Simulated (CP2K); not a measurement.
Band structure of PbF2 (Fm-3m, 3 atoms in the cell).

```xyz
3
Lattice="4.2002 0.0000 0.0000 2.1001 3.6375 0.0000 2.1001 1.2125 3.4295" Properties=species:S:1:pos:R:3 pbc="T T T"
Pb     0.0000     0.0000     0.0000
F      2.1001     1.2125     0.8574
F      6.3003     3.6375     2.5721
```

Method of the run: PBE, GPW, DZVP-MOLOPT-SR-GTH basis, GTH-PBE potentials (GTH_POTENTIALS) run with CP2K.

Settings: CUTOFF = 550 Ry; REL_CUTOFF = 50 Ry; SMEAR/METHOD = FERMI_DIRAC; ELECTRONIC_TEMPERATURE = 232.09 K; KPOINTS/SCHEME = MONKHORST-PACK 7 7 7; XC_FUNCTIONAL = PBE; Pb/BASIS_SET = DZVP-MOLOPT-SR-GTH-q4; Pb/POTENTIAL = GTH-PBE-q4; F/BASIS_SET = DZVP-MOLOPT-SR-GTH-q7; F/POTENTIAL = GTH-PBE-q7; METHOD = GPW; EPS_DEFAULT = 1e-11; EXTRAPOLATION = USE_GUESS; NGRIDS = 5.

The starting cell has typed, rounded lattice constants, without a prior relaxation at this level. Spin-orbit coupling is off. Values carry the incompleteness of an atom-centred basis.

Task: Predict the gap along the standard path and the places of the band edges.

Result: The gap along the path is 4.35 eV, from W to X; the smallest direct gap on it is 4.53 eV.

Levels in eV from the top of the valence band on the SCF mesh, bands 6 to 10:
```
point      6      7      8      9    10
-----  -----  -----  -----  -----  ----
Γ      -2.45  -1.85  -1.85  -1.85  6.73
X      -1.47  -1.47  -1.41  -0.17  4.36
W      -2.59  -1.47  -1.41   0.01  6.01
K      -1.97  -1.63  -1.43  -0.03  5.27
L      -2.56  -2.10  -2.10  -0.01  5.05
U      -1.97  -1.63  -1.43  -0.03  5.27
```

Higher empty bands are left out: an atom-centred basis made for the valence describes them poorly.
